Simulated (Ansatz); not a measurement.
Band structure of Nb₆SnGe (Pm-3, 8 atoms in the cell).

```
CELL_PARAMETERS angstrom
      5.25768     0.00000     0.00000
      0.00000     5.25768     0.00000
      0.00000     0.00000     5.25768
ATOMIC_POSITIONS crystal
  Nb 0.00000 0.50000 0.74219
  Nb 0.00000 0.50000 0.25781
  Nb 0.74219 0.00000 0.50000
  Nb 0.25781 0.00000 0.50000
  Nb 0.50000 0.74219 0.00000
  Nb 0.50000 0.25781 0.00000
  Sn 0.00000 0.00000 0.00000
  Ge 0.50000 0.50000 0.50000
```

Method: PBEsol, PAW files made with PBE (plane waves; Ansatz, a quantum-chemistry and plane-wave program).

Settings: basis.ecutwfc = 420 eV; kpoints.mp_grid.grid = 4 4 4; hamiltonian.xc = pbesol; hamiltonian.pseudopotentials = {kind: paw} (the program's default PAW files); scf.occupations.method = gaussian; scf.occupations.width = 0.1 eV; kpoints.band_path.npoints = 8.

The starting cell comes from a database of computed structures (which also holds hypothetical and non-ambient phases and stackings), without a prior relaxation at this level. Spin polarisation is off.

Levels in eV from the Fermi level, bands 51 to 58:
```
point     51     52     53     54    55    56    57    58
-----  -----  -----  -----  -----  ----  ----  ----  ----
Γ      -0.59  -0.59  -0.08  -0.08  1.66  2.44  2.44  2.44
X      -0.93  -0.76  -0.49  -0.32  1.33  1.69  2.08  2.36
M       0.12   0.17   0.38   0.47  0.55  0.72  0.74  0.85
R       0.11   0.11   0.11   0.11  0.11  0.11  0.24  0.24
```

Bands cross the Fermi level along this path, so the cell is metallic at this level.

Keys are those of Ansatz 0.2.
